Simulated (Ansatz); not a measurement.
Consider the following.

```
CELL_PARAMETERS angstrom
      0.03450     2.86541     2.86541
      2.86541     0.03450     2.86541
      2.86541     2.86541     0.03450
ATOMIC_POSITIONS crystal
  Ge 0.50081 0.50081 0.50081
  Ge 0.74919 0.74919 0.74919
```

These are PBEsol, rigid bands (plane waves, PAW, scalar-relativistic; Ansatz, a quantum-chemistry and plane-wave program) values and carry that method's errors. Condition of this run: uniaxial stress along [111] of -2 GPa (compression positive) (the target of the relaxation). Geometry: cell and atoms relaxed with PBEsol, then loaded as said.

Is this a good metal at this level?

No. No gap shows, but r2SCAN opens one on the same cell, so the missing gap may be the functional's error (that test had no spin-orbit coupling). N(E_F) = 0.033 states/eV a cell at 300 K and the Drude plasma energy along the best axis is 0.53 eV, several times under that of a simple or noble metal.

Spin-orbit coupling is left out; it can open or close a small gap.
